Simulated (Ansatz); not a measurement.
# Phonons of KCaF$_{3}$ (cubic perovskite, Pm-3m) at temperature

Method: the stochastic self-consistent harmonic approximation in a 2×2×2 supercell, PBEsol density-functional theory in Ansatz (plane waves, PAW). The cell was generated from a structure type, relaxed within its symmetry, and need not be the phase found at ambient conditions. The cell is fixed at its relaxed static size. Melting and transitions to other phases are not modelled. Frequencies in cm⁻¹ at q = (0.00, 0.50, 0.50) (fractions of the primitive reciprocal vectors), each column in ascending order, rows equal in every column written once; i marks an imaginary mode. The auxiliary (Gaussian) frequencies are positive by construction; the free-energy Hessian decides stability.

```
harmonic  Gaussian 300 K  Hessian 300 K  Gaussian 600 K  Hessian 600 K
--------  --------------  -------------  --------------  -------------
96i                   35            28i              51            17i
52i                   82             65              91             70
52i                   85             65              98             74
35                    85             65              98             74
98                   132            122             133            125
98                   132            122             139            125
128                  133            129             139            130
128                  139            129             143            130
130                  139            130             143            130
203                  221            211             226            214
319                  311            304             312            301
383                  357            348             359            342
420                  394            382             398            380
470                  447            436             448            430
```

```
Item                                                                           Value
-------------------------------------------------------------------  ---------------
pressure at 300 K in this cell                                       0.25 ± 0.01 GPa
pressure at 600 K in this cell                                       0.97 ± 0.02 GPa
pressure near 300 K by path-integral sampling of the fitted surface        -0.55 GPa
pressure near 600 K by path-integral sampling of the fitted surface         0.36 GPa
static pressure                                                             0.00 GPa
```

Over all wave vectors of the supercell the softest harmonic mode is 97i cm⁻¹ at q = (0.50, 0.50, 0.50); the softest of the Hessian is 28i cm⁻¹ at q = (0.00, 0.50, 0.50) at 300 K (error 2; the run's verdict: unstable), 17i cm⁻¹ at q = (0.00, 0.50, 0.50) at 600 K (error 16; the run's verdict: undecided).

Ansatz is a program for electronic structure.
